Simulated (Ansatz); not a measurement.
# Response to strain in PbS

The parent structure is PbS in the rock salt structure (space group Fm-3m, No. 225).

```yaml
crystal:
  lattice:
    - [0.00000, 2.95141, 2.95141]
    - [2.95141, 0.00000, 2.95141]
    - [2.95141, 2.95141, 0.00000]
  atoms:
    - { symbol: S, position: [0.00000, 0.00000, 0.00000] }
    - { symbol: Pb, position: [0.50000, 0.50000, 0.50000] }
```

Cartesian axes are those of the cell as printed.

Strains are applied to the cell and any free atomic positions relax; under biaxial strain the out-of-plane vector relaxes too; under stress the whole cell relaxes.

Level of theory: PBEsol (Ansatz, an electronic-structure program; PAW; 420 eV plane waves; no spin-orbit coupling), earlier PAW set.

Task: Only one of these has no band gap. Which?
A. biaxial strain −0.66 %, plane normal [001], relaxed out of plane
B. isotropic strain +0.58 %
C. isotropic strain +3.33 %
D. uniaxial stress, 1 GPa compression along x
E. strain tensor (xx, yy, zz, yz, xz, xy) = (+0.73, −0.91, −1.48, +0.45, −1.28, +0.61) %

Result: E, strain tensor (xx, yy, zz, yz, xz, xy) = (+0.73, −0.91, −1.48, +0.45, −1.28, +0.61) %. Computed: isotropic strain +3.33 %: 0.53 eV; strain tensor (xx, yy, zz, yz, xz, xy) = (+0.73, −0.91, −1.48, +0.45, −1.28, +0.61) %: zero; isotropic strain +0.58 %: 0.27 eV; uniaxial stress, 1 GPa compression along x: 0.18 eV; biaxial strain −0.66 %, plane normal [001], relaxed out of plane: 0.15 eV

The mesh was chosen for an insulator and is coarse for the gapless case. With Pb present, leaving out spin-orbit coupling can change the band edges. Stability under load was not tested beyond the relaxation. The final runs are not spin-polarised. A zero or small gap of PbS can be the functional's error rather than a property of the material.
